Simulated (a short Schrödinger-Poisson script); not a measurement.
# Symmetric double-gate stack, SiO2 on p-type Si(110)

Stack: symmetric double-gate stack, SiO2 on p-type Si(110), at 77 K.

| layer | material | thickness (nm) | Na (cm⁻³) |
|---|---|---|---|
| 1 | SiO2 | 2.1 | - |
| 2 | Si | 10 | 1e18 |
| 3 | SiO2 | 2.1 | - |

Constants are typed, rounded textbook-type inputs, not results; the design itself was drawn at random and stands for no fabricated device. SiO2: permittivity 3.9, conduction-band edge (eV) 3.15, gap (eV) 9, electron mass (mₑ) 0.5. Si: permittivity 11.7, conduction-band edge (eV) 0, gap (eV) 1.124, Nv at 300 K (cm⁻³) 3.1e19.

Channel valleys (confinement mass, in-plane density-of-states mass, number): Δ4 0.315, 0.324, 4; Δ2 0.19, 0.417, 2. At the gates, both at one voltage, the conduction-band edge of layer 1 lies 3.06 eV − eVg above the Fermi level of the channel. Gaps are held at their typed values at every temperature. Mesh 0.03 nm at interfaces.

Solved with a short Schrödinger-Poisson script written for these runs: 1D Poisson equation in equilibrium, electrons quantum, Hartree (BenDaniel-Duke, 12 states a valley, the channel's in-plane mass for all, wave functions ending at the dielectric), parabolic valleys, classical holes, full ionisation, no traps, pinning or gate leakage.

| Vg (V) | electrons (cm⁻²) | C (μF/cm²) | Δ4 E0 (meV) | Δ4 E1 (meV) | Δ2 E0 (meV) | Δ2 E1 (meV) |
|---|---|---|---|---|---|---|
| -0.1 | 8.27e6 | < 0.003 | 87.4 | 120.2 | 95.3 | 151.7 |
| 0 | 4.00e11 | 1.84 | 15.5 | 46.6 | 23.5 | 78.1 |
| 0.1 | 1.70e12 | 2.20 | 5.1 | 30.9 | 13.5 | 62.7 |
| 0.2 | 3.11e12 | 2.33 | 0.1 | 21.5 | 9.3 | 53.8 |
| 0.3 | 4.60e12 | 2.42 | -3.3 | 14.5 | 6.9 | 47.5 |
| 0.4 | 6.13e12 | 2.49 | -6.0 | 9.1 | 5.4 | 42.9 |
| 0.5 | 7.70e12 | 2.54 | -8.1 | 4.8 | 4.5 | 39.4 |
| 0.6 | 9.30e12 | 2.58 | -10.0 | 1.3 | 3.9 | 36.7 |
| 0.7 | 1.09e13 | 2.61 | -11.6 | -1.7 | 3.5 | 34.6 |
| 0.8 | 1.26e13 | 2.64 | -13.1 | -4.4 | 3.3 | 32.7 |
| 0.9 | 1.42e13 | 2.66 | -14.6 | -6.8 | 3.1 | 31.2 |
| 1 | 1.59e13 | 2.68 | -16.0 | -9.1 | 3.0 | 29.8 |
| 1.1 | 1.76e13 | 2.69 | -17.5 | -11.2 | 2.9 | 28.6 |
| 1.2 | 1.92e13 | 2.71 | -18.9 | -13.2 | 2.8 | 27.5 |
| 1.3 | 2.09e13 | 2.72 | -20.3 | -15.2 | 2.7 | 26.4 |
| 1.4 | 2.26e13 | 2.73 | -21.7 | -17.1 | 2.6 | 25.5 |
| 1.5 | 2.44e13 | 2.74 | -23.1 | -18.9 | 2.5 | 24.6 |
| 1.6 | 2.61e13 | 2.75 | -24.6 | -20.7 | 2.4 | 23.7 |

Gate voltages with under 1e6 electrons/cm² are left out.

Subbands count from the Fermi level. The capacitance is that of both gates.
